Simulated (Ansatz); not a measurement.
Consider SiO2 in the rutile structure (space group P4_2/mnm, No. 136).

```yaml
crystal:
  lattice:
    - [4.18475, 0.00000, 0.00000]
    - [0.00000, 4.18475, 0.00000]
    - [0.00000, 0.00000, 2.66845]
  atoms:
    - { symbol: Si, position: [0.50000, 0.50000, 0.50000] }
    - { symbol: Si, position: [0.00000, 0.00000, 0.00000] }
    - { symbol: O, position: [0.80610, 0.80610, 0.50000] }
    - { symbol: O, position: [0.30610, 0.69390, 0.00000] }
    - { symbol: O, position: [0.69390, 0.30610, 0.00000] }
    - { symbol: O, position: [0.19390, 0.19390, 0.50000] }
```

Computed with plane-wave PAW DFT at the r2SCAN level (Ansatz, a program for electronic structure, 500 eV), no spin-orbit coupling, earlier PAW set.

Base values:

- Valence-band top at Γ = 0.00, -0.88, -0.88 eV
- Band gap = 6.53 eV
- Gap character = direct at Γ

Modification: an isotropic linear strain of +1.90 %; the atoms relax in the strained cell.

Question: Estimate the effect on the valence-band top at Γ, band gap and gap character.

Answer: The valence-band top at Γ (three highest levels, from the VBM) goes from 0.00, -0.88, -0.88 eV to 0.00, -0.81, -0.81 eV; the band gap shrinks by 0.94 eV (6.53 eV → 5.59 eV); the gap character remains direct at Γ.

Whether these cells are dynamically stable was not tested.
